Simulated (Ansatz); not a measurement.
Take ZnGeAs₂ in the chalcopyrite structure (space group I-42d, No. 122; a = 5.655 Å, c = 11.187 Å) as the base.

Perturbation: cell and atoms relaxed at a pressure of 30 GPa.

The values are results of Ansatz (a quantum-chemistry and plane-wave program), PBEsol, PAW, cutoff 420 eV, no SOC, not measurements.

Base, band edges from the VBM (valence, conduction): M -1.42, 0.92; G -1.20, 0.97; R -1.20, 0.97; X -0.82, 0.53; Γ 0.00, 0.16; S₀ -0.94, 1.12; S -0.94, 1.12; N -1.06, 1.99; P -1.20, 1.29 eV.

Problem. Give the band edges at the high-symmetry points of the new zone, measured from its valence-band maximum.

Solution. 
| point | valence edge (eV) | conduction edge (eV) |
|---|---|---|
| Γ | 0.00 | 0.47 |
| X | -1.20 | 1.11 |
| P | -1.67 | 1.91 |
| N | -1.57 | 2.38 |
| M | -2.15 | 0.59 |
| S | -1.39 | 0.81 |
| S₀ | -1.39 | 0.81 |
| R | -1.65 | 1.60 |
| G | -1.65 | 1.60 |

The gap is 0.47 eV, direct at Γ.

Load acts through the strain it causes; cell and atoms are relaxed under it. Stability against distortions was not tested. Competing high-pressure phases were not computed.
